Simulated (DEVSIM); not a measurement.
System: Ti/AlN/p-Ge capacitor, at 300 K.

Layer 1 from the left is AlN, thickness (nm) 1.50. Layer 2 from the left is Ge, thickness (nm) 2300, Na (cm⁻³) 6.7e16.

Metal gate on the left, work function 4.33 eV. Fixed charge at the semiconductor interface 0 cm⁻² (in units of +e); no interface traps.

This is a model device: material constants are rounded textbook-type values typed into the input, and sizes, dopings and lifetimes were drawn at random. Values at 300 K.

AlN: gap (eV) 6.1, affinity (eV) 1.9, permittivity 8.5. Ge: gap (eV) 0.664, affinity (eV) 4, permittivity 16, Nc (cm⁻³) 1.04e19, Nv (cm⁻³) 6e18.

**Question.** Estimate by hand the flat-band voltage, the threshold voltage, and compare with a numerical solution.

**Answer.** 
- Flat-band voltage: C = 5.02 μF/cm², work-function difference -0.218 V; VFB = φms − qNf/C = -0.22 V; numerical -0.22 V.
- Threshold voltage: φF = 0.209 V, depletion charge √(4εqNφF) = 1.13e-7 C/cm²; VT = VFB + 2φF + Qd/C = 0.22 V; numerical 0.22 V.

Simulated with DEVSIM: 1D Poisson equation in equilibrium, Boltzmann statistics, complete ionisation; no quantum confinement or tunnelling. Metal contacts follow the ideal Schottky-Mott rule: no Fermi-level pinning, no interface dipoles.
